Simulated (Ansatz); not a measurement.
**Sn: pressure series**

Take Sn in the diamond structure (space group Fd-3m, No. 227) as the base.

```
Sn
1.0
    0.00000     3.27009     3.27009
    3.27009     0.00000     3.27009
    3.27009     3.27009     0.00000
Sn
2
Direct
  0.00000   0.00000   0.00000
  0.25000   0.25000   0.25000
```

Cell and atoms are relaxed at each pressure.

Method: DFT with PBEsol, PAW potentials and a 420 eV plane-wave cutoff in Ansatz (a first-principles code), without spin-orbit coupling.

Problem. Only one of these has a band gap. Which?
(A) pressure 4.5 GPa
(B) pressure 2.1 GPa
(C) pressure −2 GPa
(D) pressure 15 GPa

Solution. D, pressure 15 GPa. Computed: pressure 4.5 GPa: zero; pressure 15 GPa: 0.21 eV; pressure −2 GPa: zero; pressure 2.1 GPa: zero

Load acts through the strain it causes; cell and atoms are relaxed under it. No phonon test of stability was made. Tetrahedral semiconductors of this kind turn to denser phases somewhere between about 1 and 50 GPa; those were not computed, so compressed cells here can lie past the real transition. The zero or small gap of Sn can change with the level of theory.
